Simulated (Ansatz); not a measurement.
Start from Ru in the hcp (Mg type) structure (space group P6_3/mmc, No. 194; a = 2.722 Å, c = 4.294 Å; relaxed with 0.1 eV smearing). Axes: x lies along a and z along c of the hexagonal cell.

Method: Ansatz (a quantum-chemistry and plane-wave program) PBE, without spin-orbit coupling.

Perturbation: the cell is compressed by 3.00 % along z with no lateral relaxation, atoms relaxed at fixed cell.

Question: What does the calculation give for the energy relative to the base and stress after the change?

Answer: The energy increases by 26 meV/atom; the stress (xx, yy, zz, yz, xz, xy; compression positive) comes out as (5.9, 5.9, 21.3, 0.0, 0.0, 0.0) GPa.

The cells carry an imposed strain or load. Stability against distortions was not tested. All final runs are without spin polarisation.
